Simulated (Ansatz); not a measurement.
Wire resistance of V3Mo (Fm-3m) and of Cu

V$_{3}$Mo (Fm-3m) has a bulk resistivity ρ₀ of 14.1 μΩ·cm and a mean free path ℓ of 3.39 nm. Cu (Fm-3m): ρ₀ = 1.66 μΩ·cm, ℓ = 40.5 nm. Both at 300 K by PBEsol, DFPT electron-phonon coupling, linearised Boltzmann equation (plane waves, PAW, scalar-relativistic; Ansatz, a first-principles code); third figures are kept for the arithmetic, and halving the electron mesh moves ρ₀ by up to 1 and 1 % at 300 K, and ℓ by up to 2 and 1 % (the most at any temperature). Cell of V3Mo (Fm-3m): a = b = c = 4.2397 Å, α = β = γ = 60.00°.

Square wire of width d: ρ = ρ₀ {1 + (3/4)(1 − p) ℓ/d + (3/2) [R/(1 − R)] ℓ/D}, with p = 0, R = 0.4, D = d.

Question: Reduce the formula and give each metal's size term.

Answer: With D = d the size term is Kρ₀ℓ/d, K = 0.75 × 1.0 + 1.5 × 0.4/0.60 = 1.75. V3Mo (Fm-3m): ρ₀ℓ = 4.8×10⁻¹⁶ Ω·m², ρ = 14.1 + 84/d. Cu: 6.72×10⁻¹⁶ Ω·m², ρ = 1.66 + 118/d (μΩ·cm, d in nm).

Question: Where, if anywhere, do the two curves cross in favour of V3Mo (Fm-3m)?

Answer: d* = K × (67.2 − 47.8)/(14.1 − 1.66) ≈ 2.7 nm, far under the larger ℓ, where the formula is only a guide.

Question: Give copper a liner of 2 nm on each side that carries no current, and suppose that V3Mo (Fm-3m) needs no liner. Find the resistance of 1 μm of line, ρL/d², in square trenches of width w. Take w = 9, 10, 14, 18 nm.

Answer: 
| w (nm) | ρ, V3Mo (Fm-3m) (μΩ·cm) | Ω/μm, V3Mo (Fm-3m) | core d (nm) | ρ, Cu (μΩ·cm) | Ω/μm, Cu |
|---|---|---|---|---|---|
| 9 | 23 | 2900 | 5 | 25 | 10100 |
| 10 | 22 | 2200 | 6 | 21 | 5900 |
| 14 | 20 | 1020 | 10 | 13.4 | 1340 |
| 18 | 18.7 | 580 | 14 | 10.1 | 510 |

The line of V3Mo (Fm-3m) has the lower resistance at w = 9, 10, 14 nm. The line of Cu has the lower resistance at w = 18 nm. For Cu, d lies under 0.3 ℓ at w = 9, 10, 14 nm, where the formula is only a guide.

The formula is the first-order form of the Fuchs-Sondheimer and Mayadas-Shatzkes models for a square wire of an isotropic metal and fails where d lies far under ℓ. p, R and D are assumed, not computed. Defining ℓ as one path for all states would lower each ρ₀ℓ, not all alike. Only harmonic phonons scatter in ρ₀; disorder, surface states and the phase's stability aren't judged.

Computed structure with no diffraction record at hand here (it may be known, metastable or hypothetical): V3Mo (Fm-3m). Treated as nonmagnetic (a ferromagnetic start lost its moment, other orders weren't tried): V3Mo (Fm-3m).
